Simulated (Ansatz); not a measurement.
Response to strain in GaAs

Consider GaAs in the zinc blende structure (space group F-43m, No. 216).

```
CELL_PARAMETERS angstrom
      0.00000     2.83335     2.83335
      2.83335     0.00000     2.83335
      2.83335     2.83335     0.00000
ATOMIC_POSITIONS crystal
  Ga 0.00000 0.00000 0.00000
  As 0.25000 0.25000 0.25000
```

Cartesian axes are those of the cell as printed.

Strains are applied to the cell and any free atomic positions relax; under biaxial strain the out-of-plane vector relaxes too.

Computed with Kohn–Sham DFT with the r2SCAN functional, run in Ansatz (a program for electronic structure) with PAW and 500 eV plane waves, no SOC.

Candidates:
(a) biaxial strain −0.83 %, plane normal [111], relaxed out of plane
(b) biaxial strain −2.50 %, plane normal [111], relaxed out of plane
(c) biaxial strain −1.25 %, plane normal [111], relaxed out of plane

Base values:

The band gap comes out as 0.96 eV.

Question: Order them by band gap, lowest first.

Answer: (a) biaxial strain −0.83 %, plane normal [111], relaxed out of plane (1.03 eV), (c) biaxial strain −1.25 %, plane normal [111], relaxed out of plane (1.06 eV), (b) biaxial strain −2.50 %, plane normal [111], relaxed out of plane (1.11 eV)

Whether these cells are dynamically stable was not tested.
